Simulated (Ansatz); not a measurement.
## GaSb under a change: biaxial strain −0.42 %, plane normal [111], relaxed out of plane

Take GaSb in the zinc blende structure (space group F-43m, No. 216; a = 6.049 Å) as the base. Axes: x, y, z lie along the cube axes.

Modification: biaxial strain −0.42 %, plane normal [111], relaxed out of plane (Cartesian); in-plane vectors clamped, the third vector and the atoms free.

The values are results of Ansatz (a first-principles code) LDA, no spin-orbit coupling, not measurements. Γ-centred 13×13×13 mesh, Fermi–Dirac width 0.05 eV.

The volume per atom shrinks by 0.17 Å³, from 27.66 Å³ to 27.49 Å³ and the space group becomes R3m (No. 160) (base: F-43m (No. 216)). The shortest interatomic distance drops by 0.7 pm to 261.2 pm and the energy goes up by 0.4 meV/atom. The pressure (mean of the normal stresses, compression positive) goes from zero to 0.36 GPa and the band gap grows by 0.029 eV, from 0.07 eV to 0.09 eV (uncertain: the Fermi level lies in a band; the base alone). The out-of-plane strain comes out as +0.21 % and the mean in-plane stress (compression positive) amounts to +0.5 GPa.

Spin-orbit coupling, missing from the scalar runs, can matter with Sb. Stability against distortions was not tested. A zero or small gap of GaSb can be the functional's error rather than a property of the material.
